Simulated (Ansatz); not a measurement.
Consider TlBr in the CsCl type structure (space group Pm-3m, No. 221; a = 3.840 Å). Axes: x, y, z lie along the cube axes.

All numbers come from LDA (Ansatz, an electronic-structure program), without spin-orbit coupling.

For the base:

* **Band gap**: 1.37 eV
* **Shortest interatomic distance**: 6.284 bohr

Now apply this change: tensile biaxial strain of 2.50 % in the plane normal to [001], as in epitaxy on a mismatched substrate; the out-of-plane cell vector and the atoms relax.

How does this affect the band gap?

The band gap falls by 0.153 eV to 1.21 eV.

How does this affect the shortest interatomic distance?

The shortest interatomic distance increases by 0.0577 bohr, from 6.284 bohr to 6.341 bohr.

With Tl present, leaving out spin-orbit coupling can change the band edges. Gaps are read on the SCF mesh and a high-symmetry path. No phonon test of stability was made.
